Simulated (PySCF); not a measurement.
PySCF 2.14.0, B3LYP/def2-tzvp, df: Mo(H)5(SiH3) ([SiH3][MoH5]), 10 atoms. The geometry is a generated start, not checked to be a minimum at this level.

```json
{
 "task": "energy",
 "method": "b3lyp",
 "basis": "def2-tzvp",
 "two_electron_scheme": "density fitting",
 "mol.max_memory": "3000 MB",
 "mf.max_cycle": "100",
 "mf.conv_tol": "1e-09 (default)",
 "mf.grids.level": "3 (default)",
 "effective_core_potentials": "those of the basis set, past Kr",
 "basis_functions": "125",
 "grid_points": "120088"
}
```

```xyz
10

Mo    -0.0067     1.0167    -0.3439
H     -1.2631     2.0958    -0.4455
H      1.2801     1.8891     0.2606
H     -0.8467     0.5094    -1.6806
H      1.2439     0.6640    -1.3811
H     -0.4626     1.0783     1.2486
Si    -0.0551    -1.3907     0.3838
H      1.1957    -1.4613     1.2545
H      0.0929    -2.5325    -0.5555
H     -1.1783    -1.8687     1.2592
```

Charge 0 and multiplicity 1 are set for this test and not shown to be the ground state.

With the defaults (mf.DIIS = CDIIS, mf.level_shift = 0, mf.diis = true, mf.diis_space = 8, mf.init_guess = minao, mf.diis_damp = 0) it converges in 15 Fock builds. One run each on 2 threads, 1 BLAS thread, with these changes:
- mf.diis_damp = 0.3
- mf.init_guess = mod_huckel
- mf.DIIS = EDIIS
- mf.level_shift = 0.3 Hartree
- mf.level_shift = 1 Hartree
- mf.diis = false
- mf.DIIS = ADIIS
- mf.diis_space = 3
- mf.diis_space = 20

Q: Name the settings that don't reach the solution of the defaults.

A: No convergence: mf.DIIS = EDIIS; mf.level_shift = 1 Hartree; mf.diis = false (the run ends without SCF convergence in 100 cycles). The rest reach the solution of the defaults.

```tsv
setting	Fock builds	end
mf.diis_damp = 0.3	14	same solution
the defaults	15	same solution
mf.diis_space = 20	15	same solution
mf.init_guess = mod_huckel	18	same solution
mf.diis_space = 3	18	same solution
mf.DIIS = ADIIS	24	same solution
mf.level_shift = 0.3 Hartree	37	same solution
mf.DIIS = EDIIS	101	no convergence
mf.level_shift = 1 Hartree	101	no convergence
mf.diis = false	101	no convergence
```
